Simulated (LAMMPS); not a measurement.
An MD run on Cu (fcc), 256 atoms, at 300 K and 0 GPa, heated as the crystal.

Computed with MD with a machine-learned potential, pair style snap, file Cu_Zuo_JPCA2020.quadratic.snap; code LAMMPS.

```tsv
r (Å)	g(r)
2.220	0.000
2.260	0.005
2.300	0.026
2.340	0.151
2.380	0.511
2.420	1.55
2.460	3.34
2.500	5.50
2.540	6.82
2.580	7.53
2.620	6.63
2.660	4.91
2.700	3.28
2.740	1.79
2.780	0.995
2.820	0.424
2.860	0.155
2.900	0.060
2.940	0.021
2.980	0.006
3.020	0.000
3.060	0.000
3.100	0.000
3.140	0.000
3.180	0.000
3.220	0.004
3.260	0.006
3.300	0.008
3.340	0.032
3.380	0.090
3.420	0.185
3.460	0.366
3.500	0.650
3.540	0.904
3.580	1.22
3.620	1.44
3.660	1.49
3.700	1.41
3.740	1.18
3.780	0.853
3.820	0.555
3.860	0.297
3.900	0.147
3.940	0.067
3.980	0.031
4.020	0.005
4.060	0.005
4.100	0.009
4.140	0.025
4.180	0.087
4.220	0.240
4.260	0.575
4.300	1.11
4.340	1.95
4.380	2.89
4.420	3.68
4.460	4.25
4.500	4.14
4.540	3.64
4.580	2.76
4.620	1.79
4.660	1.03
4.700	0.564
4.740	0.243
4.780	0.112
4.820	0.039
4.860	0.037
4.900	0.072
4.940	0.151
4.980	0.343
5.020	0.611
5.060	0.976
5.100	1.32
5.140	1.55
5.180	1.54
5.220	1.45
5.260	1.13
5.300	0.788
5.340	0.492
5.380	0.260
5.420	0.152
5.460	0.108
5.500	0.138
5.540	0.259
5.580	0.526
5.620	0.927
5.660	1.39
5.700	1.89
5.740	2.28
5.780	2.38
5.820	2.21
5.860	1.94
5.900	1.46
5.940	0.965
5.980	0.563
6.020	0.290
6.060	0.175
6.100	0.124
6.140	0.181
6.180	0.274
6.220	0.424
6.260	0.553
```

Read from the full data:
- state found: crystal; no diffusion seen in 15 ps
- first peak of g(r): 2.58 Å, height 7.5
- coordination number: 12.0 (counted to 3.10 Å)
